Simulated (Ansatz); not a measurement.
## Ti$_{2}$GeC (space group P6_3/mmc, No. 194; a cell from a computed database, its experimental status unchecked)

```yaml
crystal:
  lattice:
    - [3.05328, 0.00000, 0.00000]
    - [-1.52664, 2.64422, 0.00000]
    - [0.00000, 0.00000, 12.88726]
  atoms:
    - { symbol: Ti, position: [0.66667, 0.33333, 0.58916] }
    - { symbol: Ti, position: [0.33333, 0.66667, 0.41084] }
    - { symbol: Ti, position: [0.33333, 0.66667, 0.08916] }
    - { symbol: Ti, position: [0.66667, 0.33333, 0.91084] }
    - { symbol: Ge, position: [0.66667, 0.33333, 0.25000] }
    - { symbol: Ge, position: [0.33333, 0.66667, 0.75000] }
    - { symbol: C, position: [0.00000, 0.00000, 0.50000] }
    - { symbol: C, position: [0.00000, 0.00000, 0.00000] }
```

Method: plane-wave PAW DFT at the PBEsol level (Ansatz, an electronic-structure program, 420 eV), no spin-orbit coupling. k-mesh 17×17×4 (Γ-centred); smearing 0.05 eV (Fermi–Dirac).

The volume per atom is 13.01 Å³ and the density comes out as 5.76 g/cm³. The band gap is zero and the total energy is -2362.902 eV/atom (σ→0; compares only within this code and set-up).

Stability against distortions was not tested. All final runs are without spin polarisation.
